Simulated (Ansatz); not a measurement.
CO on the 1x1 (0001) surface of hcp Ti, one in a 2x2 cell, energies for each (29.9 Å²). Energies are against CO(g), without zero-point or thermal terms; each row is named by its start. No converged result for: 1 more start.

The numbers are results of PBE (plane waves to 420 eV, PAW; Ansatz, a first-principles code), not measurements.

Set-up: 18 atoms, 6.8 Å thick at the start under the adsorbate (thin: gaps and levels are the slab's own); mesh 6x6x1; 0.1 eV smearing; dipole correction on; 8 atoms held, the rest relaxed; each run with such symmetry as its start has; no spin, no spin-orbit, no U, no dispersion correction.

A negative adsorption energy means that the adsorbate is more stable on the surface than in its reference. Starts that drift may end in the same place. Heights count from the host atoms within 0.3 Å of the top one.

```json
[
 {"starting site": "hollow Ti-Ti-Ti", "E_ads (eV)": "(withheld)", "height (Å)": "(withheld)", "nearest host atom (Å)": "Ti 2.28", "bonded to": "3 Ti", "Δ work function (eV)": "0.87", "lateral drift (Å)": "0.0"},
 {"starting site": "hollow Ti-Ti-Ti over Ti at depth 2.2 Å", "E_ads (eV)": "-1.90", "height (Å)": "1.54", "nearest host atom (Å)": "Ti 2.26", "bonded to": "3 Ti", "Δ work function (eV)": "0.86", "lateral drift (Å)": "0.0"},
 {"starting site": "bridge Ti-Ti (span 2.9 Å)", "E_ads (eV)": "-1.90", "height (Å)": "1.54", "nearest host atom (Å)": "Ti 2.26", "bonded to": "3 Ti", "Δ work function (eV)": "0.86", "lateral drift (Å)": "0.8"}
]
```

### Question
Fill in the missing entries.

### Answer

- hollow Ti-Ti-Ti, E_ads (eV): -1.70
- hollow Ti-Ti-Ti, height (Å): 1.51
